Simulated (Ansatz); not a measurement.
An Ansatz (a program for electronic structure) run: Ag with a change (pressure 4.5 GPa); LDA/PAW in Ansatz, scalar-relativistic without spin-orbit coupling.

Input:

Ansatz 0.2 input:
```yaml
crystal:
  lattice:
    - [0, 1.9911797505, 1.9911797505]
    - [1.9911797505, 0, 1.9911797505]
    - [1.9911797505, 1.9911797505, 0]
  atoms:
    - { symbol: Ag, position: [0, 0, 0] }
basis: { ecutwfc: 420, ecutrho_ratio: 4, xc_grid: 2, fft_grid_basis: typed }
kpoints: { mp_grid: { grid: [20, 20, 20] } }
hamiltonian:
  xc: lda
  dispersion: none
  pseudopotentials: { kind: paw }
scf: { occupations: { method: fermi_dirac, width: 0.05 } }
relax: { f_tol: 0.01, max_steps: 60, cell: { stress_tol: 0.02, p_target: 4.5 } }
output: { forces: true, stress: true }
checkpoint: { write: state.ck, write_every: 1000 }
```

Output (explanatory and most iteration lines left out):

```
Relaxation: its limit of steps is 60 (relax.max_steps)
Pseudopotential: Ag, paw, valence charge 19
Crystal: 1 atoms, lattice volume = 15.789 Å³
Basis set: ecut = 420 eV, 331 PW (Γ), exchange–correlation on 40×40×40 points (8 copies of the dense FFT grid, shifted against one another)
Bands: 14, of which v1, the nominal top of the filled ones, is band 10 counted from 1 (9 counted from 0)
Symmetry: 48 space group operations
Space group: Fm-3m (ITA 225), of the structure as read, at distance tolerance 2.5e-5 Å
k-points: 256 of 8000
Functional: x = slater, c = lda
SCF iter   1: F=—  HF=-7458.162465 eV  |F-HF|=—  |Δ(HF+E_count)|=         —  Δρ=1.37e-2  dr2=2.41e-2  ethr=1.77e-3  ⟨swp⟩=4.7  Hψ=18248  notcnv=0
SCF iter   2: F=—  HF=-7458.154989 eV  |F-HF|=—  |Δ(HF+E_count)|=   7.48e-3  Δρ=4.70e-3  dr2=2.27e-3  ethr=1.27e-4  ⟨swp⟩=2.4  Hψ=7012  notcnv=0  defer=75
SCF 1 converged in 6 iterations: F = -7458.154248 eV  dr2 = 1.50e-10
relax step   1: F+E_penalty+E_count = -7458.15424790 eV  Δ(F+E_penalty+E_count) = +0.000e0 eV  max|allowed force component| = 0.000e0 eV/Å  Δτ_max = 0.0000 Å  P = +2.083 GPa  Ω = 15.789 Å³  (6 SCF iters, dr2 threshold 1.00e-7 eV, accepted)
[... steps on the carried basis left out ...]
relax step   5: F+E_penalty+E_count = -7458.14931527 eV  Δ(F+E_penalty+E_count) = +3.503e-5 eV  max|allowed force component| = 0.000e0 eV/Å  Δτ_max = 0.0000 Å  P = +4.500 GPa  Ω = 15.548 Å³  stress off target by 3.61e-4 GPa  SCF on the basis re-selected at this cell (its energy is not comparable with the rows above)  (5 SCF iters)
SCF converged after 5 iterations
Free energy (F): -7458.149315 eV
Internal energy: -7458.147509 eV  (E = F + TS)
E sigma→0 (E₀):  -7458.148412 eV
Entropy (-TS):   -0.001806 eV (-1.806 meV/atom)
Fermi energy:    19.157391 eV
--- Forces (eV/Å), atoms counted from 1 ---
  atom   1  Ag     0.00000000     0.00000000     0.00000000
--- Stress (GPa, compression-positive) ---
        4.500361      -0.000000       0.000000
       -0.000000       4.500361      -0.000000
       -0.000000      -0.000000       4.500361
  P = ⅓ Tr σ = 4.5004 GPa (45.004 kbar)
--- Relaxed structure (4 steps of the walk, 4 accepted, 1 SCFs on fresh bases) ---
  cell:  # Å, volume = 15.5476 Å³
    - [3.120915370148549e-34, 1.980971220599864, 1.980971220599864]
    - [1.980971220599864, 1.6241498354854695e-34, 1.980971220599864]
    - [1.980971220599864, 1.980971220599864, 8.598440305511307e-35]
  atoms:
    - { symbol: Ag, position: [0.0, 0.0, 0.0] }
```

Load acts through the strain it causes; cell and atoms are relaxed under it. Stability against distortions was not tested. The cell was made from Ag in the fcc (Cu type) structure (space group Fm-3m, No. 225) by this change: pressure 4.5 GPa.
